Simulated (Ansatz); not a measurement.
Functionals compared on CO on the 1x1 (111) surface of fcc Cu, one in a 2x2 cell, started at the site 'bridge Cu-Cu (span 2.6 Å)', in Ansatz (plane waves, PAW). The structure was relaxed with PBE; the other rows are single points on it, each with its references at the same level. Cutoff 420 eV (500 eV for r2SCAN).

Model: 18-atom slab, 6.2 Å thick at the start under the adsorbate (thin: gaps and levels are the slab's own), 6x6x1 mesh, Fermi-Dirac 0.1 eV, dipole correction, 8 atoms held, the rest relaxed; symmetry of the start imposed; no spin, no spin-orbit, no U, no dispersion correction. At the end it is bonded to 3 Cu. In PBE it is, or lies within 0.03 eV of, the lowest of the starts that converged. These notes are the PBE run's. Adsorption energies are against CO(g). A negative adsorption energy means that the adsorbate is more stable on the surface than in its reference.

```tsv
functional	adsorption energy (eV)	work function of the top face (eV)	change of the work function (eV)	rough cost of the single point
PBE	-0.75	5.43	0.66	–
RPBE	-0.38	5.30	0.70	about 2.6 core-minutes (a rough figure)
r2SCAN	?	?	?	around 5 core-minutes (rough)
```

Problem. Fill in the missing entries.

Solution. 
- r2SCAN, adsorption energy (eV): -0.87
- r2SCAN, work function of the top face (eV): 5.51
- r2SCAN, change of the work function (eV): 0.71

Ansatz is an electronic-structure program.
